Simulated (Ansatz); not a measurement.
A calculation on rock-salt TaC returned lattice constant a 4.448 Å, bulk modulus 354 GPa.

For reference: lattice constant a 4.456 Å (measured, 300 K, no zero-point or thermal correction; as tabulated in Wikipedia's data pages); bulk modulus 305 ± 5 GPa (measured, room temperature, no zero-point or thermal correction, sources range from 305 to 345; as tabulated in Speziale et al., equation of state of TaC (DESY record 425561)).

Q: Which level of theory produced these numbers?
A) PBE (Ansatz (an electronic-structure program))
B) LDA (Ansatz)
C) PBE0 (Ansatz)
D) PBE+SOC (Ansatz)

A: C, PBE0 (Ansatz)

The others give: PBE 4.475 Å, 324 GPa; PBE+SOC 4.474 Å, 324 GPa; LDA 4.414 Å, 359 GPa.

Unless a cell is named, each level is at its own relaxed cell (LDA 10.75, PBE 11.21, PBE+SOC 11.19, PBE0 11.00 Å³/atom).

Ansatz's density-functional and Hartree–Fock values are scalar-relativistic unless marked +SOC, with PAW data made under PBE.
